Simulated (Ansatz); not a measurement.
Quick settings and what they miss: the (100) slab of NaCl (cut from a parent of space group no. 225; 8 atoms in the cell)

Self-consistent single point.

```xyz
8
Lattice="3.9344 0.0000 0.0000 -3.9344 3.9344 0.0000 0.0000 0.0000 24.3822" Properties=species:S:1:pos:R:3 pbc="T T T"
Cl     0.0000     0.0000     8.0000
Cl    -1.9672     1.9672    10.7941
Cl     0.0000     0.0000    13.5882
Cl    -1.9672     1.9672    16.3822
Na     0.0000     0.0000    10.7941
Na    -1.9672     1.9672     8.0000
Na     0.0000     0.0000    16.3822
Na    -1.9672     1.9672    13.5882
```

Computed with PBEsol, PAW files made with PBE (plane waves; Ansatz, a first-principles code).

Base settings: basis.ecutwfc = 30.9 Ry; kpoints.mp_grid.grid = 8 8 1; hamiltonian.xc = pbesol; hamiltonian.pseudopotentials = {kind: paw} (the program's default PAW files); scf.occupations.method = gaussian; scf.occupations.width = 0.0073 Ry; efield.axis = 3; efield.dipole_correction = true.

Tight run (finer mesh or higher cutoff; not a proven limit): basis.ecutwfc: 30.9 Ry → 43.4 Ry; kpoints.mp_grid.grid: 8 8 1 → 11 11 1; scf.convergence.dr2_threshold: default (1e-07 eV) → 1e-09 eV. It gave top of the valence band (on the code's own zero) -2.86 eV; gap on the k-point mesh 4.96 eV; largest force (vector length) 0.152 eV/Å.

Quick runs, as changes from the base:
- A: the base itself
- B: basis.ecutwfc: 30.9 Ry → 21.7 Ry
- C: basis.ecutwfc: 30.9 Ry → 15.4 Ry; kpoints.mp_grid.grid: 8 8 1 → 2 2 1; scf.occupations.method: gaussian → cold; scf.occupations.width: 0.0073 Ry → 0.02 Ry; scf.convergence.dr2_threshold: default (1e-07 eV) → 0.001 eV
- D: basis.ecutwfc: 30.9 Ry → 18.4 Ry; kpoints.mp_grid.grid: 8 8 1 → 6 6 1
- E: kpoints.mp_grid.grid: 8 8 1 → 4 4 1; scf.convergence.dr2_threshold: default (1e-07 eV) → 0.001 eV
- F: basis.ecutwfc: 30.9 Ry → 18.4 Ry; kpoints.mp_grid.grid: 8 8 1 → 1 1 1; hamiltonian.xc: pbesol → lda; scf.occupations.method: gaussian → methfessel_paxton; scf.occupations.width: 0.0073 Ry → 0.02 Ry [LDA (PW92)]
- G: kpoints.mp_grid.grid: 8 8 1 → 2 2 1; hamiltonian.xc: pbesol → b3lyp [B3LYP]
- H: kpoints.mp_grid.grid: 8 8 1 → 3 3 1; hamiltonian.xc: pbesol → hse06 [HSE06]

Dashes: energy of F, G, H, another energy zero; count of G, H, another kind of functional, whose work the count does not hold.

Gaps are read on each run's own mesh, which may miss the band edges.

† marks runs with another functional, U, potentials or spin treatment: their distance from the tight run is not a convergence error alone.

The count of work is k-points × plane waves × bands × iterations; it is no time. 

The starting cell comes from a database of computed structures (which also holds hypothetical and non-ambient phases and stackings), without a prior relaxation at this level. The slab is cut from that crystal, and its faces are unrelaxed. Its lattice was rescaled in the plane by a random factor within 2.5 % of one. Spin polarisation is off, though cut faces can carry moments; a gap of a slab can lie between surface states.

```
run  energy less tight (meV/atom)  largest miss in a force vector (eV/Å)  gap on the mesh less tight (eV)  count of work / tight
---  ----------------------------  -------------------------------------  -------------------------------  ---------------------
A                             0.1                                  0.000                            0.000                   0.34
B                            12.1                                  0.000                            0.001                   0.23
C                           769.6                                  0.040                           -0.048                  0.017
D                           118.0                                  0.002                            0.001                   0.12
E                             0.6                                  0.002                           -0.002                  0.096
F†                              –                                  0.232                           -0.535                  0.012
G†                              –                                  0.068                            1.523                      –
H†                              –                                  0.056                            1.278                      –
```

Among the runs at the tight run's level, the energy misses run from 0.1 to 769.6 meV/atom.

Keys are those of Ansatz 0.2.
